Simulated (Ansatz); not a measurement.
# Response to strain in KTaO3

Consider KTaO3 in the cubic perovskite structure (space group Pm-3m, No. 221; a = 3.9520 Å). Axes: x, y, z lie along the cube axes.

Strains are applied to the cell and any free atomic positions relax.

Computed with LDA (Ansatz, a quantum-chemistry and plane-wave program; PAW; 420 eV plane waves; without spin-orbit coupling).

Candidates:
(a) tensor shear ε_xy = +0.33 %
(b) tensor shear ε_xy = +0.67 %
(c) tensor shear ε_xy = +2.00 %
(d) tensor shear ε_xy = +1.67 %
(e) tensor shear ε_xy = +1.00 %

Base values:

Smallest direct gap: 2.73 eV

**Question.** Order them by smallest direct gap, highest first.

**Answer.** (a) tensor shear ε_xy = +0.33 % (2.70 eV), (b) tensor shear ε_xy = +0.67 % (2.68 eV), (e) tensor shear ε_xy = +1.00 % (2.65 eV), (d) tensor shear ε_xy = +1.67 % (2.59 eV), (c) tensor shear ε_xy = +2.00 % (2.56 eV)

With Ta present, leaving out spin-orbit coupling can change the band edges. No phonon test of stability was made.
